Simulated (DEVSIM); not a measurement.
Device: Au/SiON/SiO2/n-Si capacitor, at 350 K.

Layer 1 from the left is SiON, thickness (nm) 11.0. Layer 2 from the left is SiO2, thickness (nm) 1.30. Layer 3 from the left is Si, thickness (nm) 520, Nd (cm⁻³) 1.2e18.

Metal gate on the left, work function 5.1 eV. Fixed charge at the semiconductor interface 3.8e10 cm⁻² (in units of +e); no interface traps.

The device is made up for the run: typed textbook-type constants, with dimensions and the other settings drawn at random. Values at 300 K; Nc and Nv go as T^1.5, mobilities as T to minus their exponent, the gap by Varshni's rule with the affinity fixed.

SiON: gap (eV) 7, affinity (eV) 1.4, permittivity 5.5. SiO2: gap (eV) 9, affinity (eV) 0.9, permittivity 3.9. Si: gap (eV) 1.124, affinity (eV) 4.05, permittivity 11.7, Nc (cm⁻³) 2.86e19, Nv (cm⁻³) 3.1e19, Varshni α (eV/K) 0.000473, Varshni β (K) 636.

Simulated with DEVSIM: 1D Poisson equation in equilibrium, Boltzmann statistics, complete ionisation; no quantum confinement or tunnelling. Metal contacts follow the ideal Schottky-Mott rule: no Fermi-level pinning, no interface dipoles.

### Question
What does the simulation give for the minimum of the low-frequency capacitance, the flat-band voltage?

### Answer
minimum of the low-frequency capacitance 0.189 μF/cm²; flat-band voltage 0.93 V.
